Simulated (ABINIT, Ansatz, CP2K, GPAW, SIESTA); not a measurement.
## MgH2 (P4_2/mnm, 6 atoms in the cell) computed with different codes at matched settings

Band-structure calculation.

```
MgH2
1.0
    4.52000     0.00000     0.00000
    0.00000     4.52000     0.00000
    0.00000     0.00000     3.02000
Mg H
2 4
Cartesian
  0.00000   0.00000   0.00000
  2.26000   2.26000   1.51000
  1.37408   1.37408   0.00000
  3.63408   0.88592   1.51000
  0.88592   3.63408   1.51000
  3.14592   3.14592   0.00000
```

Shared settings, as Ansatz (a quantum-chemistry and plane-wave program) writes them: kpoints.mp_grid.grid = 5 5 7; scf.occupations.method = fermi_dirac; scf.occupations.width = 0.01 eV. Potentials and cutoffs stand in the table.

```
code                                                                                                                      model  gap along the path (eV)  smallest direct gap (eV)        cutoff
------  -----------------------------------------------------------------------------------------------------------------------  -----------------------  ------------------------  ------------
GPAW                                                                               PBE, GPAW PAW datasets PBE (gpaw-data 1.0.1)                     3.73                      4.58        850 eV
Ansatz                                                                                                   PBE, default PAW files                     3.74                      4.55       default
ABINIT                                                 PBE, norm-conserving pseudopotentials (PseudoDojo nc-sr-05 PBE standard)                     3.71                      4.54         42 Ha
CP2K                                                    PBE, GPW, DZVP-MOLOPT-SR-GTH basis, GTH-PBE potentials (GTH_POTENTIALS)                     3.09                      4.08  grid 1000 Ry
SIESTA  GGA PBE, numerical atomic orbitals DZP, PseudoDojo PBE standard norm-conserving potentials (rewritten from UPF to PSML)                     3.66                      4.45   grid 350 Ry
```

The spread over the programs that give each value: gap along the path within 0.65 eV; smallest direct gap within 0.50 eV.

CP2K and SIESTA use small atom-centred bases, whose incompleteness enters pressures, forces and empty levels differently from a plane-wave cutoff.

In the gap along the path, CP2K stands apart from the plane-wave programs.

The starting cell has typed, rounded lattice constants, without a prior relaxation at this level.

Left out of this page: Quantum ESPRESSO and FLEUR (not drawn, or without a comparable value).

Keys are those of Ansatz 0.2.
